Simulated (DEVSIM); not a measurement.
Device: Schottky contact on n-type β-Ga2O3, at 300 K.

Layer 1 from the left is β-Ga2O3, thickness (μm) 14.0, Nd (cm⁻³) 3.4e15, τn (s) 1.9e-8, τp (s) 1.9e-8. Layer 2 from the left is β-Ga2O3, thickness (μm) 5.60, Nd (cm⁻³) 9.2e17, τn (s) 1.9e-8, τp (s) 5.7e-8.

Left contact: Schottky, work function 5.2 eV, emission velocity 8.6e6 cm/s. Right contact: ohmic. Voltage is applied to the left contact. Recombination: SRH at mid-gap, radiative. Mobility is constant in doping.

This is a model device: material constants are rounded textbook-type values typed into the input, and sizes, dopings and lifetimes were drawn at random. Values at 300 K.

β-Ga2O3: gap (eV) 4.8, affinity (eV) 4, permittivity 10, Nc (cm⁻³) 3.7e18, Nv (cm⁻³) 5e20, μn (cm²/Vs) 160, μp (cm²/Vs) 1, B (cm³/s) 1e-12.

Model (solved in DEVSIM): 1D drift-diffusion, Boltzmann statistics, complete ionisation; no tunnelling, impact ionisation, image-force lowering or self-heating. Metal contacts follow the ideal Schottky-Mott rule: no Fermi-level pinning, no interface dipoles.

Q: What does the simulation give for the dark forward voltage at 1 A/cm², the potential step across the device at zero bias?

A: dark forward voltage at 1 A/cm² 0.862 V; potential step across the device at zero bias 1.164 V.
